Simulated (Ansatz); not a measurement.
**Habitual settings against a tight run: Hf5Te4 (I4/m, 9 atoms in the cell)**

Self-consistent single point.

```yaml
crystal:
  lattice:
    - [-5.22848, 5.22848, 1.85048]
    - [5.22848, -5.22848, 1.85048]
    - [5.22848, 5.22848, -1.85048]
  atoms:
    - { symbol: Hf, position: [0.31015, 0.36814, 0.67829] }
    - { symbol: Hf, position: [0.68985, 0.63186, 0.32171] }
    - { symbol: Hf, position: [0.36814, 0.68985, 0.05799] }
    - { symbol: Hf, position: [0.63186, 0.31015, 0.94201] }
    - { symbol: Hf, position: [0.00000, 0.00000, 0.00000] }
    - { symbol: Te, position: [0.05161, 0.28398, 0.33559] }
    - { symbol: Te, position: [0.94839, 0.71602, 0.66441] }
    - { symbol: Te, position: [0.28398, 0.94839, 0.23237] }
    - { symbol: Te, position: [0.71602, 0.05161, 0.76763] }
```

Method of the run: PBEsol, PAW files made with PBE (plane waves; Ansatz, a quantum-chemistry and plane-wave program).

Base settings: basis.ecutwfc = 420 eV; kpoints.mp_grid.grid = 5 5 5; hamiltonian.xc = pbesol; hamiltonian.pseudopotentials = {kind: paw} (the program's default PAW files); scf.occupations.method = fermi_dirac; scf.occupations.width = 0.05 eV.

Tight run (finer mesh or higher cutoff; not a proven limit): basis.ecutwfc: 420 eV → 590 eV; kpoints.mp_grid.grid: 5 5 5 → 7 7 7; scf.convergence.dr2_threshold: default (1e-07 eV) → 1e-09 eV. It gave Fermi level (on the code's own zero) 16.71 eV; pressure 5.20 GPa; largest force (vector length) 0.553 eV/Å.

Quick runs, as changes from the base:
- A: the base itself
- B: basis.ecutwfc: 420 eV → 295 eV; kpoints.mp_grid.grid: 5 5 5 → 4 4 4; scf.occupations.method: fermi_dirac → gaussian; scf.occupations.width: 0.05 eV → 0.136 eV; kpoints.mp_grid.shift: default → 0.5 0.5 0.5
- C: basis.ecutwfc: 420 eV → 335 eV; kpoints.mp_grid.grid: 5 5 5 → 6 6 6
- D: basis.ecutwfc: 420 eV → 250 eV; kpoints.mp_grid.grid: 5 5 5 → 3 3 3; hamiltonian.xc: pbesol → lda [LDA (PW92)]
- E: basis.ecutwfc: 420 eV → 250 eV; kpoints.mp_grid.grid: 5 5 5 → 1 1 1; scf.occupations.method: fermi_dirac → gaussian; scf.occupations.width: 0.05 eV → 0.5 eV

Energies are extrapolated to zero smearing width, which holds to low order in the width alone.

Dashes: energy of D, another energy zero.

† marks runs with another functional, U, potentials or spin treatment: their distance from the tight run is not a convergence error alone.

The count of work is k-points × plane waves × bands × iterations; it is no time. 

Pressures in the table are Ansatz's without its Pulay estimate, at a fixed set of plane waves; the tight run's value above holds the estimate.

The starting cell comes from a database of computed structures (which also holds hypothetical and non-ambient phases and stackings), without a prior relaxation at this level. Its lattice was rescaled by a random factor within 2.5 % of one. In the base run, with a pressure of about 5 GPa the cell is away from its equilibrium volume at this level. Without a gap this mesh is coarse (it stands for a supercell whose shortest vector is 19 Å).

| run | energy less tight (meV/atom) | pressure less tight (GPa) | largest miss in a force vector (eV/Å) | count of work / tight |
|---|---|---|---|---|
| A | 2.0 | 0.04 | 0.013 | 0.20 |
| B | 80.0 | -6.32 | 0.047 | 0.062 |
| C | 9.3 | -0.61 | 0.029 | 0.25 |
| D† | – | -40.31 | 0.400 | 0.024 |
| E | 1569.2 | -31.91 | 1.569 | 0.0046 |

Among the runs at the tight run's level, the energy misses run from 2.0 to 1569.2 meV/atom.

Left out of this page: 1 run of the series outside the window shown, repeating another row's setting, or not comparable.

Keys are those of Ansatz 0.2.
